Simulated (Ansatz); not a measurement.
# Effect of isotropic strain +1.00 % on CuI

Base system: CuI in the zinc blende structure (space group F-43m, No. 216; a = 5.939 Å).

Now apply this change: an isotropic linear strain of +1.00 %; the atoms relax in the strained cell.

All numbers come from Ansatz (an electronic-structure program), PBEsol, PAW, cutoff 420 eV, no spin-orbit coupling. Γ-centred 10×10×10 mesh, Fermi–Dirac width 0.05 eV.

The volume per atom rises by 0.79 Å³ to 26.98 Å³ and the space group stays F-43m (No. 216). The energy grows by 3.5 meV/atom and the pressure goes from zero to -13.6 kbar. The band gap falls by 0.08 eV to 1.09 eV and the gap character remains direct at Γ. The mean gap deformation potential ΔEg/Δln V comes out as -2.8 eV and the width of the top valence band drops by 0.11 eV to 1.63 eV. The electron mass remains 0.14 mₑ (at Γ) and the hole mass (degenerate bands, along [100]) changes from 0.20, 0.64, 0.64 mₑ (at Γ) to 0.20, 0.68, 0.68 mₑ (at Γ). The valley order (the lowest conduction-band minima on the path, energy above the VBM, named in the base's zone) goes from Γ 1.17 eV; L along ⟨111⟩ 2.11 eV; X along ⟨100⟩ 2.47 eV to Γ 1.09 eV; L along ⟨111⟩ 2.09 eV; X along ⟨100⟩ 2.54 eV.

Spin-orbit coupling, missing from the scalar runs, can matter with I. Masses are band curvatures over ±0.01 Å⁻¹ around the edge. Stability against distortions was not tested. The final runs are not spin-polarised.
